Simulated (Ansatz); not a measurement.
Start from ZnCu2SnS4 (space group I-4, No. 82).

```xyz
8
Lattice="-2.6587 2.6587 5.3215 2.6587 -2.6587 5.3215 2.6587 2.6587 -5.3215" Properties=species:S:1:pos:R:3 pbc="T T T"
Cu     0.0000     0.0000     0.0000
Cu     0.0000     2.6587     2.6608
Zn     2.6587     0.0000     2.6608
Sn     0.0000     0.0000     5.3215
S      1.4342    -1.3853     6.7086
S      1.2735     1.2246    -1.3870
S      1.2246     4.0440     1.3870
S      1.3853     1.4342     3.9345
```

Calculations: LDA in Ansatz (plane waves to 420 eV, PAW, without spin-orbit coupling).

Before the change:

| Item | Value |
|---|---|
| Valley order | Γ 0.14 eV; X (0, 0, 1/2) 0.49 eV; M (1/2, 1/2, 1/2) 1.15 eV |
| Shortest interatomic distance | 2.245 Å |

Now apply this change: a hydrostatic pressure of 15 GPa.

**Question.** How does this affect the electron mass?

**Answer.** The electron mass comes out as 0.11 mₑ along c, 0.100 mₑ across (at Γ).

**Question.** Estimate the effect on the valley order.

**Answer.** The valley order (the lowest conduction-band minima on the path, energy above the VBM, named in the base's zone) becomes Γ 0.51 eV; X (0, 0, 1/2) 0.76 eV; M (1/2, 1/2, 1/2) 1.28 eV (base: Γ 0.14 eV; X (0, 0, 1/2) 0.49 eV; M (1/2, 1/2, 1/2) 1.15 eV).

**Question.** Estimate the effect on the shortest interatomic distance.

**Answer.** The shortest interatomic distance decreases by 0.097 Å, from 2.245 Å to 2.148 Å.

The levels and masses belong to the bands next to the band gap. Load acts through the strain it causes; cell and atoms are relaxed under it. Effective masses come from finite differences of ±0.01 Å⁻¹. Whether these cells are dynamically stable was not tested. No other phases were tried under pressure. The final runs are not spin-polarised.

Ansatz is a first-principles code.
